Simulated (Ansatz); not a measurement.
O vacancy + O vacancy (V_O+V_O) in beta Ga2O3 (start: the O(1) site; O(1) 2.84 Å away; 120-site cell, 2×2×2 shifted sampling), charge +4. These are PBE, PAW (plane waves to 420 eV; Ansatz, an electronic-structure program) values and carry that method's errors.

```yaml
total_energy_of_the_defect_cell: -221378.9363 eV
total_energy_of_the_perfect_cell: -222481.4397 eV
"μ(O) in O2 molecule in a box, atoms added −2": -564.9684 eV
"Δμ(O), O-rich": 0.000 eV
valence-band maximum on the cell's zero: 7.561 eV
image_correction_with_alignment: 1.372 eV
fermi_level_above_the_maximum: 1.30 eV
```

Work out the formation energy.

E_f = E(defect) − E(perfect) − Σ n μ + q (E_VBM + E_F) + E_corr = 1102.503 − (1129.937) + (35.444) + (1.372) = 9.38 eV.
